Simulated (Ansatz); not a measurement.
OH on the 1x1 (0001) surface of hcp Ti, one in a 2x2 cell: adsorption energies (eV for each) against H2O(g) − ½ H2(g) in Ansatz (plane waves, PAW). Structures relaxed with PBE; the other functionals are single points on them, with slab and gas at the same level. No dispersion, zero-point or thermal terms. Rows are starts at which the adsorbate stayed; left out, since it moved away, changed or didn't bind there, or the run didn't converge: bridge Ti-Ti (span 2.9 Å); top Ti.

Model: 18-atom slab, 6.8 Å thick at the start under the adsorbate (thin: gaps and levels are the slab's own), 6x6x1 mesh, Fermi-Dirac 0.1 eV, dipole correction, 8 atoms held, the rest relaxed; each run with such symmetry as its start has; no spin, no spin-orbit, no U, no dispersion correction.

```csv
site,PBE,RPBE,r2SCAN
hollow Ti-Ti-Ti,-2.52,-2.29,(withheld)
hollow Ti-Ti-Ti over Ti at depth 2.2 Å,-2.34,-2.13,(withheld)
```

Fill in the missing entries.


- hollow Ti-Ti-Ti, r2SCAN: -3.00
- hollow Ti-Ti-Ti over Ti at depth 2.2 Å, r2SCAN: -2.73

RPBE moves the energies by 0.22 eV on average against PBE and puts 'hollow Ti-Ti-Ti' lowest, as PBE does. r2SCAN moves the energies by -0.44 eV on average against PBE and puts 'hollow Ti-Ti-Ti' lowest, as PBE does.

Ansatz is an electronic-structure program.
